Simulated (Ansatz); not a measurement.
## A computed series for PbSe: pressure series

Base system: PbSe in the rock salt structure (space group Fm-3m, No. 225; a = 6.2178 Å).

Cell and atoms are relaxed at each pressure.

Computed with Ansatz (a program for electronic structure), PBE, PAW, cutoff 420 eV, scalar-relativistic without spin-orbit coupling.

| variant | band gap | volume per atom |
|---|---|---|
| base | 0.43 eV | 30.05 Å³ |
| pressure 0.9 GPa | 0.38 eV | 29.50 Å³ |
| pressure 2.1 GPa | 0.30 eV | 28.83 Å³ |
| pressure 4.5 GPa | 0.17 eV | 27.71 Å³ |

Spin-orbit coupling, missing from the scalar runs, can matter with Pb. Load acts through the strain it causes; cell and atoms are relaxed under it. No phonon test of stability was made. The zero or small gap of PbSe under pressure 4.5 GPa can change with the level of theory.
